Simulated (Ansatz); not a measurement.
The starting structures come from a database of crystals and need not be the phases stable at ambient conditions.

 Where the default PAW files enter, the runs use the earlier of Ansatz's two default sets.

Inside the gap of an insulator the Bloch states are evanescent, with a wavenumber k + iκ along the transport direction.

Input:

```
NbNO
1.0
    5.02537     0.00000     0.00000
    0.00000     5.08413     0.00000
    0.87608     0.00000     5.17090
Nb N O
4 4 4
Direct
  0.70738   0.54752   0.71957
  0.29262   0.45248   0.28043
  0.29262   0.04752   0.78043
  0.70738   0.95248   0.21957
  0.55560   0.25483   0.97551
  0.44440   0.74517   0.02449
  0.44440   0.75483   0.52449
  0.55560   0.24517   0.47551
  0.93852   0.67685   0.34953
  0.06148   0.32315   0.65047
  0.06148   0.17685   0.15047
  0.93852   0.82315   0.84953
```

Space group of this cell: P2_1/c. The cell is taken as given; by PBEsol its mean pressure is -10.9 GPa.

Transport runs along the normal of the first two printed cell vectors.

No gap correction and no spin-orbit coupling; mid-gap values are interpolated between computed energies.

Question: State the band gap and the smallest decay constant κ at mid-gap according to PBEsol run with Ansatz (a program for electronic structure).

Answer: Gap 1.55 eV on a 6×6×6 mesh; κ = 0.266 1/Å, at the zone centre.
